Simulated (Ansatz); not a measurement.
The (320) surface of fcc Ag in its 1x1 cell, outermost plane spacing 0.58 Å in the ideal cut

These are PBE (plane waves to 420 eV, PAW; Ansatz, a quantum-chemistry and plane-wave program) values and carry that method's errors.

Model: 19-atom slab, 10.4 Å thick at the start (thin: gaps and levels are the slab's own), 10x5x1 mesh, Fermi-Dirac 0.1 eV, dipole correction, all atoms relaxed; held to the part of the start's symmetry that mesh and held atoms allow; no spin, no spin-orbit, no U.

```yaml
surface energy (mean of both faces): 0.92 J/m²
surface_energy_before_relaxation: 0.95 J/m²
work_function_of_the_top_face: 4.06 eV
energy_released_by_relaxation: 0.11 eV
cost: about 24 core-minutes (a rough figure)
```
